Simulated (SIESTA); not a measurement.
Band structure of FeCo (Pm-3m, 2 atoms in the cell).

```
FeCo
1.0
    2.78225     0.00000     0.00000
    0.00000     2.78225     0.00000
    0.00000     0.00000     2.78225
Fe Co
1 1
Direct
  0.00000   0.00000   0.00000
  0.50000   0.50000   0.50000
```
Moments meant for the start (each program seeds them in its own way; μB, in the order of the atoms Fe Co): 4.0 3.0.

Method: GGA PBE, numerical atomic orbitals DZP, PseudoDojo PBE standard norm-conserving potentials (rewritten from UPF to PSML) run with SIESTA.

Settings: XC.functional = GGA; XC.authors = PBE; potentials = PseudoDojo PBE standard; PAO.BasisSize = DZP; PAO.EnergyShift = 0.01 Ry; MeshCutoff = 350 Ry; kgrid.MonkhorstPack = 8 8 8; OccupationFunction = FD; ElectronicTemperature = 50 meV; Spin = polarized; DM.InitSpin = [1 +4.00, 2 +3.00]; MaxSCFIterations = 150; SCF.Mixer.Method = Pulay; SCF.Mixer.Weight = 0.1.

The starting cell comes from a database of computed structures (which also holds hypothetical and non-ambient phases and stackings), without a prior relaxation at this level. Its lattice was rescaled by a random factor within 2.5 % of one. The magnetic order is the one reached from the typed start; others were not searched systematically. Values carry the incompleteness of an atom-centred basis.

Levels in eV from the Fermi level, bands 16 to 21 of the first spin channel:
```
point     16     17     18     19     20     21
-----  -----  -----  -----  -----  -----  -----
Γ      -2.12  -0.88  -0.88  -0.88  10.19  10.19
X      -2.74  -2.22  -2.06  -0.86  -0.59  17.66
M      -1.85  -0.61  -0.61  -0.33  -0.33   6.83
R      -1.96  -1.80  -1.80   8.22   8.22   8.22
```

Bands cross the Fermi level along this path, so the cell is metallic at this level.

Higher empty bands are left out: an atom-centred basis made for the valence describes them poorly.

The net moment of the cell came out as 4.58 μB.
